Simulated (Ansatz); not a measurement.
The structure below was relaxed with Kohn–Sham DFT with the PBEsol functional, run in Ansatz (a first-principles code) with PAW and 420 eV plane waves, no spin-orbit coupling, at pressure 0.7 GPa.

Space group P6₃/mmc (No. 194); a = b = 5.515 Å, c = 8.983 Å, α = β = 90.00°, γ = 120.00°

```tsv
atom	site	symmetry	x	y	z
Ti	2a	-3m.	0.0000	0.0000	0.0000
Ti	2c	-6m2	0.3333	0.6667	0.2500
Pt	6g	.2/m.	0.5000	0.5000	0.5000
Pt	6h	mm2	0.3338	0.1669	0.2500
```

### Question
Write out a cell with all atoms.

### Answer
```xyz
16
Lattice="5.5148 0.0000 0.0000 -2.7574 4.7760 0.0000 0.0000 0.0000 8.9829" Properties=species:S:1:pos:R:3 pbc="T T T"
Ti     0.0000     0.0000     0.0000
Ti     0.0000     0.0000     4.4914
Ti     2.7574     1.5920     6.7372
Ti     0.0000     3.1840     2.2457
Pt     2.7574     0.0000     0.0000
Pt     1.3787     2.3880     4.4914
Pt    -1.3787     2.3880     0.0000
Pt     2.7574     0.0000     4.4914
Pt     1.3787     2.3880     0.0000
Pt    -1.3787     2.3880     4.4914
Pt     1.3766     3.9788     6.7372
Pt     1.3808     0.7972     2.2457
Pt     2.7574     3.1816     2.2457
Pt     0.0000     1.5944     6.7372
Pt    -1.3766     3.9788     6.7372
Pt     4.1340     0.7972     2.2457
```
This is the conventional cell.

Load acts through the strain it causes; cell and atoms are relaxed under it. Whether these cells are dynamically stable was not tested. The final runs are not spin-polarised. The cell was made from TiPt$_{3}$ (space group P6_3/mmc, No. 194; a cell from a computed database, its experimental status unchecked) by this change: pressure 0.7 GPa.
